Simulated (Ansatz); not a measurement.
The parent structure is CdS in the zinc blende structure (space group F-43m, No. 216; a = 5.824 Å). Axes: x, y, z lie along the cube axes.

Computed with Ansatz (a program for electronic structure) PBEsol, scalar-relativistic without spin-orbit coupling.

For the base:

Shortest interatomic distance: 2.522 Å
Pressure: 0.00 GPa
Band gap: 1.01 eV
Gap character: direct at Γ

Modification: uniaxial strain ε_zz = +2.00 %, all other strain components held at zero; the atoms relax in the strained cell.

How does this affect the shortest interatomic distance?

The shortest interatomic distance grows by 0.017 Å to 2.539 Å.

Estimate the effect on the pressure.

The pressure (mean of the normal stresses, compression positive) goes from zero to -1.17 GPa.

Estimate the effect on the band gap.

The band gap shrinks by 0.06 eV, from 1.01 eV to 0.95 eV.

What does the calculation give for the gap character after the change?

The gap character remains direct at Γ.

Stability against distortions was not tested. k-point labels follow each cell's own Brillouin zone.
